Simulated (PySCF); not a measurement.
PySCF 2.14.0, MP2 (frozen core)/def2-svp: C=C[C@H]1[C@@H]([SiH3])O[Si@@H]1F, 17 atoms. The geometry is a generated start, not checked to be a minimum at this level.

```
Quantity                                               Value
-------------------------------  ---------------------------
task                                                     mp2
basis                                               def2-svp
two-electron scheme              exact four-centre integrals
frozen core                                             true
mf.init_guess                                minao (default)
mf.DIIS                                      CDIIS (default)
mf.diis_space                                    8 (default)
mf.conv_tol                                  1e-09 (default)
basis functions (reference run)                          165
```

On 4 threads, 1 BLAS thread. Build: conda-forge: OpenMP (GNU), OpenBLAS with its own threads, libcint, Libxc. Each setting ran once; only counts and results are compared.

Values of mol.max_memory tried: 8000 MB, 4000 MB, 2000 MB, 1000 MB, 500 MB, 300 MB, 200 MB.

Problem. What happens as the memory setting falls?

Solution. It runs down to 200 MB, the lowest tried, with the same result. At 8000 MB: SCF integrals in memory, transformation in memory. From 1000 MB down: SCF integrals in memory, transformation through a file. From 500 MB down: direct SCF, transformation through a file.

| mol.max_memory | path | peak memory |
|---|---|---|
| 8000 MB | SCF integrals in memory, transformation in memory | 1.2 GiB |
| 4000 MB | SCF integrals in memory, transformation in memory | 1.2 GiB |
| 2000 MB | SCF integrals in memory, transformation in memory | 1.2 GiB |
| 1000 MB | SCF integrals in memory, transformation through a file | 1.6 GiB |
| 500 MB | direct SCF, transformation through a file | 0.86 GiB |
| 300 MB | direct SCF, transformation through a file | 0.86 GiB |
| 200 MB | direct SCF, transformation through a file | 0.86 GiB |

Peak memory is the kernel's count for the largest process, libraries included and scratch files not. The peak passes the setting at 1000 MB, 500 MB, 300 MB, 200 MB: it is no hard cap. MP2's transformation through a file may take 2000 MB even at lower settings.
